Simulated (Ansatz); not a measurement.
Start from CaO in the zinc blende structure (space group F-43m, No. 216; a = 5.244 Å; a hypothetical phase, not in the database extracts checked). Axes: x, y, z lie along the cube axes.

Method: PBE, PAW, 420 eV (Ansatz, a quantum-chemistry and plane-wave program; spin-orbit coupling left out).

The change: a pure shear with ε_xy = ε_yx = 0.0097; the atoms relax in the strained cell.

Question: Predict the stress tensor and what it implies for the stiffness.

Answer: Stress of the strained cell less that of the base (GPa, compression positive):
```
   0.00   -0.73    0.00
  -0.73    0.00    0.00
   0.00    0.00   -0.02
```

Then −Δσ/γ with γ = 2ε = 0.0194 gives relaxed-ion elastic constants: C66 ≈ 37 GPa.

Whether these cells are dynamically stable was not tested.
